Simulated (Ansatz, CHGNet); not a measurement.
## Ladder of methods for the volume per atom of AlB2-type HfB₂

Reference value: 9.91 Å³/atom (measured, room temperature, not corrected to a static lattice; as tabulated in Burrage et al. (2022), doi:10.3390/ma15082762).

**Question.** What do CHGNet-r²SCAN, LDA, PBE, rVV10, r²SCAN give, and how far is each from the reference?

**Answer.** 
| level (code) | value (Å³/atom) | difference (%) |
|---|---|---|
| CHGNet-r²SCAN (CHGNet) | 9.86 | -0.5 |
| LDA (Ansatz) | 9.51 | -4.0 |
| PBE (Ansatz) | 9.96 | +0.5 |
| rVV10 (Ansatz) | 10.02 | +1.1 |
| r²SCAN (Ansatz) | 9.88 | -0.3 |

The reference is not for a static lattice or low temperature, so close values are not ranked against it.

The measured value isn't corrected to a static lattice, so vibrations enter the comparison. A static lattice is as a rule a little smaller than the measured one.  Density-functional levels without +SOC have no spin–orbit coupling. Cutoffs and k meshes differ between the levels. Ansatz's density-functional and Hartree–Fock values are scalar-relativistic unless marked +SOC, with PAW data made under PBE.

Machine-learned potentials (CHGNet-r²SCAN) are trained on DFT data, which may include these solids.

Differences are worked out from the printed values.

Ansatz is a program for electronic structure.
